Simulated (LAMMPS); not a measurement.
Pressure dependence of Ni (fcc) at 1040 K, from the crystal.

Level of theory: classical MD, pair style meam, file library.meam (library.meam-Ni) (LAMMPS).

| P (GPa) | state | volume | coordination number |
|---|---|---|---|
| 0 | crystal; no diffusion seen in 30 ps | 11.1305 ± 0.0003 Å³/atom | 12.0 (counted to 3.02 Å) |
| 2 | crystal; no diffusion seen in 30 ps | 10.9977 ± 0.0003 Å³/atom | 12.0 (counted to 3.02 Å) |
| 5 | crystal; no diffusion seen in 30 ps | 10.8131 ± 0.0003 Å³/atom | 12.0 (counted to 2.98 Å) |

Caution: the potential MEAM library.meam-Ni is a first-neighbour MEAM set with a 4 Å cutoff, used here without a parameter file and away from the static properties it was fitted to.

Caution (rows 2; 5): a run this short can hold a crystal over, or a liquid under, the potential's own melting point, which these runs don't give.

Estimate the isothermal bulk modulus at zero pressure. A parabola P(ln V) through the three points gives −dP/d ln V = 160 GPa at zero pressure.

States go by the mean squared displacement: a species diffuses where it passes 1.5 Å², still rises and gives D over 1e-6 cm²/s; a crystal has left its structure where atoms lie 0.35 Å off their sites on average or a cubic box changes its shape by 3 %, or the axial ratios of another lie 8 % off the starting cell's, which the potential's own relaxation can also do.

The ± values are statistical; the model's systematic error is not in them.
